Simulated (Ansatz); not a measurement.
O vacancy in rock-salt MgO (start: the O site; 64-site cell, 2×2×2 shifted sampling). These are PBE, PAW (plane waves to 420 eV; Ansatz, a first-principles code) values and carry that method's errors. Total energies of the localised charge states, counted from that of charge +2, and their image corrections (point charge with alignment); the host's valence-band maximum lies at 7.775 eV on the cells' energy zero and its gap is 4.46 eV.

```
charge         moment (μB)  E − E(first) (eV)  correction (eV)
------  ------------------  -----------------  ---------------
+2      not spin-polarised              0.000            0.491
+1                     1.0              9.770            0.062
0       not spin-polarised             20.213            0.000
```

Problem. Derive the transition levels above the valence-band maximum and say which of them are thermodynamic.

Solution. A level is the Fermi energy at which two charges have equal formation energy: ε(q/q′) = [E(q′) + corr(q′) − E(q) − corr(q)] / (q − q′) − E_VBM.
ε(+2/+1) = [(9.770 + 0.062) − (0.000 + 0.491)] / 1 − 7.775 = 1.57 eV
ε(+1/0) = [(20.213 + 0.000) − (9.770 + 0.062)] / 1 − 7.775 = 2.61 eV
Thermodynamic levels at least 0.1 eV inside the gap: (+2/+1) at 1.57 eV; (+1/0) at 2.61 eV. They hold to tenths of an eV in this cell. Only the charges listed were compared. At charge −1 the carrier sat in host band states, shallow at most.
